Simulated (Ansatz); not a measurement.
An Ansatz (an electronic-structure program) input (LDA (Ansatz), no spin-orbit coupling):

Ansatz 0.2 input:
```yaml
crystal:
  lattice:
    - [6.1390598697, 0, 0]
    - [0, 6.1390598697, 0]
    - [0, 0, 6.1390598697]
  atoms:
    - { symbol: Cs, position: [0, 0, 0] }
    - { symbol: Sn, position: [0.5, 0.5, 0.5] }
    - { symbol: I, position: [0.5, 0, 0.5] }
    - { symbol: I, position: [0, 0.5, 0.5] }
    - { symbol: I, position: [0.5, 0.5, 0] }
basis: { ecutwfc: 420, ecutrho_ratio: 4, xc_grid: 2, fft_grid_basis: typed }
kpoints: { mp_grid: { grid: [8, 8, 8] } }
hamiltonian:
  xc: lda
  dispersion: none
  pseudopotentials: { kind: paw }
scf: { occupations: { method: fermi_dirac, width: 0.05 }, convergence: { dr2_threshold: 0.0000000005 } }
relax: { f_tol: 0.005, max_steps: 50 }
output: { forces: true, stress: true }
checkpoint: { write: state.ck, write_every: 1000 }
```

Task: Which symmetry and how many k-points will the program report, and about how many plane waves at Γ?

Result: Space group Pm-3m (ITA 221) with 48 operations, k-points 35 of 512, and 4553 plane waves at Γ.

Task: And the final pressure?

Result: -0.99 GPa (compression positive).

The cells carry an imposed strain or load. Stability against distortions was not tested. The cell was made from CsSnI3 in the cubic perovskite structure (space group Pm-3m, No. 221) by this change: isotropic strain +1.80 %. Many cubic perovskites are stable only at high temperature; tilts and polar distortions were not tested.
